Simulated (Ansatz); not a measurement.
Data:

```
ZnGeP2
1.0
   -2.68698     2.68698     5.43229
    2.68698    -2.68698     5.43229
    2.68698     2.68698    -5.43229
Zn Ge P
2 2 4
Direct
  0.00000   0.00000   0.00000
  0.75000   0.25000   0.50000
  0.50000   0.50000   0.00000
  0.25000   0.75000   0.50000
  0.87500   0.87467   0.49967
  0.12533   0.62500   0.00033
  0.37500   0.37533   0.50033
  0.62467   0.12500   0.99967
```

No spin polarisation.

Computed with LDA in Ansatz (plane waves to 420 eV, PAW, scalar-relativistic without spin-orbit coupling). k-mesh 9×9×9 (Γ-centred); smearing 0.05 eV (Fermi–Dirac).

Task: What electron mass does the calculation give?

Result: 0.91 mₑ along x, 0.26 mₑ across (off the special points).

Task: What is the computed gap character?

Result: Indirect, Γ → M–S (33 % along).

Task: Predict the valence-band top at Γ (three highest levels, from the VBM).

Result: 0.00, 0.00, -0.06 eV.

Task: What stress (xx, yy, zz, yz, xz, xy; compression positive) does the calculation give?

Result: (-1.32, -1.32, -3.03, 0.00, 0.00, 0.00) GPa.

The cells carry an imposed strain or load. Effective masses come from finite differences of ±0.01 Å⁻¹. Stability against distortions was not tested. The cell was made from ZnGeP2 in the chalcopyrite structure (space group I-42d, No. 122) by this change: uniaxial strain ε_zz = +2.25 %.

Ansatz is a first-principles code.
